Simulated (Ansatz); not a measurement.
L1₂ (Cu3Au-type) Ni3Al, treated with revPBE (Ansatz, an electronic-structure program, plane waves, PAW).

Settings: plane-wave cutoff 520 eV, 16×16×16 k mesh, Fermi–Dirac smearing 0.05 eV, spin-polarised with parallel moments, scalar-relativistic PAW data made under PBE.

Equation-of-state points:

```
V (Å³/atom)  E − E_lowest (meV/atom)
-----------  -----------------------
10.869                         24.97
11.101                         10.67
11.332                          2.56
11.563                          0.00
11.794                          2.39
12.026                          9.20
12.257                         19.97
```

Question: Estimate the bulk modulus and its pressure derivative from these points.

Answer: V0 = 11.563 Å³/atom, B0 = 171 GPa, B′ = 4.6 (fit to the energies at full precision).

Measured, for comparison: bulk modulus 174 GPa (temperature not stated, no zero-point or thermal correction; as tabulated in Zarkevich et al. (2023), arXiv:2304.06869); equilibrium volume per atom 11.39 Å³/atom (temperature not stated, no zero-point or thermal correction; as tabulated in Tensorial elastic properties and stability of interface states associated with …). Computed (rounded) less measured: bulk modulus -2 %, equilibrium volume per atom +1.5 %.

Computed values are for the static lattice.

It cost roughly 7 core-minutes of CPU time.
